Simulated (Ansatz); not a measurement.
Band structure of C (Fd-3m, 2 atoms in the cell).

```xyz
2
Lattice="0.0000 1.7804 1.7804 1.7804 0.0000 1.7804 1.7804 1.7804 0.0000" Properties=species:S:1:pos:R:3 pbc="T T T"
C      1.7804     1.7804     1.7804
C      2.6706     2.6706     2.6706
```

Method: PBE, PAW files (plane waves; Ansatz, a first-principles code).

Settings: basis.ecutwfc = 420 eV; kpoints.mp_grid.grid = 13 13 13; hamiltonian.xc = pbe; hamiltonian.pseudopotentials = {kind: paw} (the program's default PAW files); scf.occupations.method = fermi_dirac; scf.occupations.width = 0.01 eV; kpoints.band_path.npoints = 8.

The starting cell comes from a database of computed structures (which also holds hypothetical and non-ambient phases and stackings), without a prior relaxation at this level.

Predict the gap along the standard path and the places of the band edges.

The gap along the path is 4.15 eV, from Γ to a point between Γ and X; the smallest direct gap on it is 5.61 eV.

Levels in eV from the top of the valence band on the path, bands 1 to 7:
```tsv
point	1	2	3	4	5	6	7
Γ	-21.56	0.00	0.00	0.00	5.61	5.61	5.61
X	-12.81	-12.81	-6.34	-6.34	4.78	4.78	16.86
W	-12.01	-12.01	-8.37	-8.37	10.64	10.64	12.36
K	-13.01	-11.77	-9.37	-5.40	5.70	10.77	14.41
L	-15.74	-13.44	-2.82	-2.82	8.49	8.49	8.89
U	-13.01	-11.77	-9.37	-5.40	5.70	10.77	14.41
```

Keys are those of Ansatz 0.2.
